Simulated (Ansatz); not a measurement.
Results of LDA in Ansatz (PAW) for CsCl-type YRh.

Run with plane-wave cutoff 520 eV, 16×16×16 k mesh, Fermi–Dirac smearing 0.05 eV, no spin polarisation, scalar-relativistic PAW data made under PBE.

Cell (relaxed at this level):

```cif
data_RhY
_chemical_formula_sum 'Y1 Rh1'
_space_group_name_H-M_alt 'P 1'
_space_group_IT_number 1
_cell_length_a 3.35102
_cell_length_b 3.35102
_cell_length_c 3.35102
_cell_angle_alpha 90.000
_cell_angle_beta 90.000
_cell_angle_gamma 90.000
loop_
_space_group_symop_operation_xyz
  'x, y, z'
loop_
_atom_site_label
_atom_site_type_symbol
_atom_site_fract_x
_atom_site_fract_y
_atom_site_fract_z
_atom_site_occupancy
Y1 Y 0.50000 0.50000 0.50000 1
Rh1 Rh 0.00000 0.00000 0.00000 1
```

Question: Predict the bulk modulus.

Answer: 
bulk modulus: 132 GPa

The run finds no gap.

Note: the bulk modulus is −V dP/dV from two relaxed cells at ±2 % in volume.

Computed values are for the static lattice.

It cost roughly 50 core-seconds of CPU time.

Ansatz is a first-principles code.
